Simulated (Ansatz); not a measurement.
## Short convergence ladders for ZnCu2SnS4 (C2, 8 atoms in the cell)

```
ZnCu2SnS4
1.0
   -2.69162     2.69162     5.38415
    2.69162    -2.69162     5.38415
    2.69162     2.69162    -5.38415
Zn Cu Sn S
1 2 1 4
Cartesian
  0.00000   2.69162   2.74207
  0.00000   0.00000   0.00000
  2.69162   0.00000   2.69208
  0.00000   0.00000   5.38415
  1.30409   1.26684   1.38900
  1.26684   4.07915  -1.38900
  1.38753   1.42478   6.77316
  1.42478  -1.38753   3.99515
```

Base method: LDA (PW92), default PAW files made with PBE (plane waves; Ansatz, an electronic-structure program).

Base settings: basis.ecutwfc = 420 eV; kpoints.mp_grid.grid = 3 3 3; hamiltonian.xc = lda; hamiltonian.pseudopotentials = {kind: paw} (the program's default PAW files); scf.occupations.method = gaussian; scf.occupations.width = 0.2 eV.

The count of work is k-points × plane waves × bands × iterations; it is no time. Core times come from one kind of shared machine, to one figure; runs under 30 s give none.

**The cutoff for other potential files**

Level: DFT, LDA (PW92), plane waves, harder PAW files (source: ansatz) made with PBE.

In this ladder: hamiltonian.pseudopotentials = {kind: paw, source: ansatz}.

The second cell is the first with its lattice scaled by 0.98.

The mesh stays at the base's, so the ladder's end is converged at best in this setting alone.

The first pressure column holds Ansatz's estimate of the finite-basis (Pulay) stress, which hides part of the cutoff error; the other is without it.

Only quantities that move along the ladder and can be compared are tabulated.

```tsv
basis.ecutwfc	free energy less the last step's (meV/atom)	energy of the compressed cell less the first (meV/atom)	pressure (GPa)	pressure without the Pulay estimate (GPa)	largest difference of a force vector from the last step's (eV/Å)	count of work / last	core time / last (rough)
315 eV	10944.84	-19.12	-1.46	-461.71	0.314	0.088	–
385 eV	1863.46	60.68	-2.55	-103.45	0.032	0.13	–
490 eV	110.65	0.04	-2.56	-11.22	0.011	0.19	–
595 eV	5.06	-0.73	-2.59	-3.01	0.002	0.25	–
700 eV	1.52	-0.73	-2.60	-2.62	0.000	0.32	0.4
840 eV	1.10	-0.75	-2.60	-2.62	0.000	0.43	0.6
1050 eV	0.34	-0.75	-2.60	-2.62	0.000	0.65	0.7
1400 eV	0.00	-0.75	-2.60	-2.60	0.000	1.0	1
```

Coarsest basis.ecutwfc that holds the pressure within 0.2 GPa of the last step, with all finer ones: 385 eV, at 0.13 of the last step's count of work; the step before is off by 1.1 GPa.

Coarsest basis.ecutwfc that holds the energy of the compressed cell less the first within 1 meV/atom of the last step, with all finer ones: 490 eV, at 0.19 of the last step's count of work; the step before is off by 61 meV/atom.

Coarsest basis.ecutwfc that holds the free energy within 1 meV/atom of the last step, with all finer ones: 1050 eV; the step before is off by 1.1 meV/atom.

The energy difference between the two cells stays within 1 meV/atom of the last step's from 490 eV on, the total only from 1050 eV on: much of the error is common to both cells and cancels.

At the lowest cutoff the pressure without the Pulay estimate lies 459 GPa under the last step's, the usual sign of Pulay stress in an incomplete plane-wave basis.

**The density cutoff**

The second cell is the first with its lattice scaled by 0.98.

The mesh stays at the base's, so the ladder's end is converged at best in this setting alone.

Only quantities that move along the ladder and can be compared are tabulated.

```csv
basis.ecutrho_ratio,free energy less the last step's (meV/atom),energy of the compressed cell less the first (meV/atom),pressure (GPa),largest difference of a force vector from the last step's (eV/Å)
2,-5.77,0.30,-2.31,0.010
3,-0.12,-0.83,-2.60,0.000
4,0.00,-0.85,-2.61,0.000
5,0.00,-0.85,-2.61,0.000
6,0.00,-0.85,-2.61,0.000
8,0.00,-0.85,-2.61,0.000
10,0.00,-0.85,-2.61,0.000
12,0.00,-0.85,-2.61,0.000
16,0.00,-0.85,-2.61,0.000
```

Coarsest basis.ecutrho_ratio that holds the free energy within 2 meV/atom of the last step, with all finer ones: 3; the step before is off by 5.8 meV/atom.

Coarsest basis.ecutrho_ratio that holds the pressure within 0.05 GPa of the last step, with all finer ones: 3; the step before is off by 0.30 GPa.

Coarsest basis.ecutrho_ratio that holds the forces within 0.005 eV/Å of the last step, with all finer ones: 3; the step before is off by 0.010 eV/Å.

**The relaxed cell against the cutoff**

On ZnCu2SnS4 (I-4, 8 atoms in the cell): atoms on their sites.

In this ladder: relax = cell and atoms.

The mesh stays at the base's, so the ladder's end is converged at best in this setting alone.

Only quantities that move along the ladder and can be compared are tabulated.

| basis.ecutwfc | relaxed volume (Å³/atom) | relaxation steps | core time / last (rough) |
|---|---|---|---|
| 210 eV | 18.468 | 86 | 2 |
| 295 eV | 18.906 | 12 | 0.7 |
| 355 eV | 18.835 | 7 | 0.3 |
| 420 eV | 18.823 | 5 | 0.3 |
| 505 eV | 18.820 | 5 | 0.4 |
| 630 eV | 18.819 | 5 | 0.7 |
| 840 eV | 18.819 | 5 | 1 |

Coarsest basis.ecutwfc that holds the relaxed volume within 0.019 Å³/atom of the last step, with all finer ones: 355 eV, at about 0.3 of the last step's time; the step before is off by 0.087 Å³/atom.

At the lowest cutoff the cell relaxes to a volume 1.9 % smaller than at the highest. Ansatz relaxes on a stress corrected for the finite basis.

On the base run: the starting cell comes from a database of computed structures (which also holds hypothetical and non-ambient phases and stackings), without a prior relaxation at this level. Its lattice was rescaled by up to half a per cent. One atom was moved a little off its site on purpose. Spin polarisation is off. A gap is left out here, as mesh or smearing make it unsure.

Left out of this page: 1 run of the series stopped by limits of time or memory.

Keys are those of Ansatz 0.2.
